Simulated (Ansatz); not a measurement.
**NbSi2 (model structure, started from the fluorite type, Fm-3m, No. 225, 3 atoms in the cell)**

Level of theory: PBEsol (plane waves, PAW; Ansatz, a quantum-chemistry and plane-wave program).

Numerical settings: plane-wave cutoff 500 eV, 12×12×12 k mesh, Fermi–Dirac smearing 0.05 eV, no spin polarisation, scalar-relativistic PAW data made under PBE.

Cell (relaxed at this level):

```
NbSi2
1.0
    0.00000     2.99230     2.99230
    2.99230     0.00000     2.99230
    2.99230     2.99230     0.00000
Nb Si
1 2
Direct
  0.00000   0.00000   0.00000
  0.25000   0.25000   0.25000
  0.75000   0.75000   0.75000
```

* **band gap**: zero (no gap)

Note: the relaxation could raise the start's symmetry but not lower it, so the cell can be a saddle point.

Spin–orbit coupling is not included.

The computed numbers hold no vibrational or temperature effects.

A model structure was made by putting elements into a prototype or built by hand; it is no filed structure, need not be a known phase, and can be a saddle point held by its symmetry.
